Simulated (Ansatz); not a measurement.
Base system: TlAs in the CsCl type structure (space group Pm-3m, No. 221; a = 3.6016 Å; a hypothetical phase, not in the database extracts checked; relaxed with 0.1 eV smearing). Axes: x, y, z lie along the cube axes.

All numbers come from PBEsol/PAW in Ansatz (an electronic-structure program), no SOC.

For the base:

Shortest interatomic distance: 3.119 Å

Perturbation: the symmetric strain tensor [0.0117 0.0014 -0.0007; 0.0014 -0.0258 0.0018; -0.0007 0.0018 -0.0230]; the atoms relax in the strained cell.

Problem. What happens to the stress?

Solution. The stress (xx, yy, zz, yz, xz, xy; compression positive) comes out as (2.7, 2.3, 2.3, -0.1, 0.0, 0.0) GPa.

Problem. Estimate the effect on the energy relative to the base.

Solution. The energy goes up by 5.5 meV/atom.

Problem. Predict the new shortest interatomic distance.

Solution. The shortest interatomic distance shrinks by 0.046 Å (3.119 Å → 3.073 Å).

Whether these cells are dynamically stable was not tested. The final runs are not spin-polarised.
